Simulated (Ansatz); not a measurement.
Ansatz (a quantum-chemistry and plane-wave program) run on CaHg (Pm-3m, 2 atoms in the cell): self-consistent single point

Method of the run: LDA (PW92), default PAW files made with PBE (plane waves; Ansatz).

Input:

Ansatz 0.2 input:
```yaml
crystal:
  lattice:
    - [3.77342300, 0.00000000, 0.00000000]
    - [0.00000000, 3.77342300, 0.00000000]
    - [0.00000000, 0.00000000, 3.77342300]
  atoms:
    - { symbol: Ca, position: [0.00000000, 0.00000000, 0.00000000] }
    - { symbol: Hg, position: [0.50000000, 0.50000000, 0.50000000] }
basis:
  ecutwfc: 420.0
kpoints:
  mp_grid: { grid: [9, 9, 9] }
hamiltonian:
  xc: lda
  pseudopotentials: { kind: paw }
scf:
  occupations: { method: gaussian, width: 0.1 }
output:
  forces: true
  eigenvalues: true
  stress: true
```

Output (repeated stretches shortened):

```
WARN ansatz: RAYON_NUM_THREADS=1 ignored (pool sized by the plan → 1); use --threads N
Pseudopotentials: kind: paw
Pseudopotential: Ca, paw, valence charge 10
Pseudopotential: Hg, paw, valence charge 20
Crystal: 2 atoms, lattice volume = 53.729 Å³
Basis set: ecut = 420 eV, 1021 PW (Γ)
Bands: 19, of which v1, the nominal top of the filled ones, is band 15 counted from 1 (14 counted from 0)
Symmetry: 48 space group operations
Space group: Pm-3m (ITA 221), of the structure as read, at distance tolerance 3.8e-5 Å
k-points: 35 of 729
PAW frozen core: Ca, regenerated for the run's functional, and the local potential with it
PAW frozen core: Hg, regenerated for the run's functional, and the local potential with it
Initial density: superposition of atomic densities (neutral atoms: chi_scale 0, normalization atom), corrected by the library's trained network
Initial wavefunctions: pseudopotential atomic-orbital guess
Eigensolver: davidson
Functional: x = slater, c = lda
SCF iter   1: F=—  HF=-15296.334919 eV  |F-HF|=—  |Δ(HF+E_count)|=         —  Δρ=4.46e-3  dr2=6.97e-3  ethr=1.77e-3  ⟨swp⟩=6.0  Hψ=3326  notcnv=0
all-band conjugate gradients solve this SCF's bands
preconditioner: auto → Kerker (q_TF=auto, 2.476 Å⁻¹)
SCF iter   2: F=—  HF=-15296.333569 eV  |F-HF|=—  |Δ(HF+E_count)|=   1.35e-3  Δρ=2.36e-3  dr2=1.90e-3  ethr=2.32e-5  ⟨swp⟩=2.4  Hψ=1285  notcnv=0
SCF iter   3: F=—  HF=-15296.332915 eV  |F-HF|=—  |Δ(HF+E_count)|=   6.54e-4  Δρ=3.70e-4  dr2=8.42e-5  ethr=6.33e-6  ⟨swp⟩=2.1  Hψ=1033  notcnv=0
SCF iter   4: F=—  HF=-15296.332891 eV  |F-HF|=—  |Δ(HF+E_count)|=   2.41e-5  Δρ=1.21e-4  dr2=1.05e-5  ethr=2.81e-7  ⟨swp⟩=2.2  Hψ=980  notcnv=0
SCF iter   5: F=—  HF=-15296.332887 eV  |F-HF|=—  |Δ(HF+E_count)|=   3.50e-6  Δρ=3.94e-5  dr2=1.58e-6  ethr=3.51e-8  ⟨swp⟩=2.1  Hψ=1110  notcnv=0
SCF iter   6: F=-15296.332887 eV  HF=-15296.332887 eV  |F-HF|=2.73e-8  |Δ(HF+E_count)|=   4.38e-7  Δρ=1.00e-5  dr2=7.83e-8  ethr=3.33e-10  ⟨swp⟩=4.4  Hψ=2716  notcnv=0
SCF 1 converged in 6 iterations: F = -15296.332887 eV  dr2 = 7.83e-8
SCF converged after 6 iterations
Free energy (F): -15296.332887 eV
Harris-Foulkes:  -15296.332887 eV  (|F-HF|=2.73e-8)
Internal energy: -15296.323353 eV  (E = F + TS)
E sigma→0 (E₀):  -15296.328120 eV
Entropy (-TS):   -0.009533 eV (-4.767 meV/atom)
Fermi energy:    10.550074 eV
--- Per-component energies (eV) ---
  E_band       = -595.545965
  E_kinetic    = 881.475438
  E_local      = -3682.790444  (includes V_loc(G=0)·N_el)
  E_nonlocal   = 145.251427
  E_hartree    = 1503.008878
  E_xc         = -354.755900
  E_vxc        = -432.743947  (∫ρ·V_xc dr)
  E_paw        = -10470.492836  (= ΣΔE_a)
  E_vpaw       = -512.756791  (= ΣTr[D̂ρ^β])
  E_aug_tail   = 0.000842  (compensation charges beyond the density's cutoff)
  E_ewald      = -3318.880016
  E_core_change = 0.859259  (= ΣΔE_core)
  E_smearing   = -0.009533  (= −TS)
  E_closure    = -0.000000  (closes the sum)
  Σ components = -15296.332887   (vs F -15296.332887, Δ=0.00e0)
--- Forces (eV/Å), atoms counted from 1 ---
  atom   1  Ca     0.00000000     0.00000000     0.00000000
  atom   2  Hg     0.00000000    -0.00000000     0.00000000
  max |Σ_I F_I| component: 4.67e-29 eV/Å
--- Stress (GPa, compression-positive) ---
       -3.769479       0.000000       0.000000
        0.000000      -3.769479       0.000000
        0.000000       0.000000      -3.769479
  P = ⅓ Tr σ = -3.7695 GPa (-37.695 kbar)
  The stress holds the Pulay correction. Without it, at fixed plane waves, as pw.x and ABINIT print it: P = -3.7863 GPa
--- Band table (eV; the first three rows and the last of 35) ---
  k-point 0: bands = ["-104.9104", "-53.1725", "-53.1725", "-53.1725", "-30.4720", "-11.6785", "-11.6785", "-11.6785", "3.1035", "3.1035", "3.2245", "3.5754", "3.5754", "3.5754", "12.2291", "12.2291", "14.8012", "14.8012", "14.8012"]
  k-point 1: bands = ["-104.9104", "-53.1727", "-53.1724", "-53.1724", "-30.4710", "-11.6938", "-11.6775", "-11.6775", "3.1136", "3.1415", "3.3810", "3.5602", "3.5602", "3.5797", "11.9443", "12.2217", "14.0350", "14.0350", "14.3089"]
  k-point 2: bands = ["-104.9104", "-53.1732", "-53.1724", "-53.1724", "-30.4684", "-11.7322", "-11.6749", "-11.6749", "3.1395", "3.2198", "3.5220", "3.5220", "3.5906", "3.8604", "10.7946", "12.2022", "13.4052", "13.4052", "14.1862"]
  k-point 34: bands = ["-104.9104", "-53.1739", "-53.1739", "-53.1739", "-30.4481", "-11.7704", "-11.7704", "-11.7704", "3.2373", "3.2515", "3.2515", "3.8508", "3.8508", "8.0107", "9.9069", "9.9069", "10.5123", "14.8616", "14.8616"]
```

The run converged in 6 iterations.

The starting cell comes from a database of computed structures (which also holds hypothetical and non-ambient phases and stackings), without a prior relaxation at this level. Its lattice was rescaled by up to half a per cent. Spin-orbit coupling is off. With a pressure of about -4 GPa the cell is away from its equilibrium volume at this level. Ansatz's pressure includes its estimate of the finite-basis (Pulay) stress.
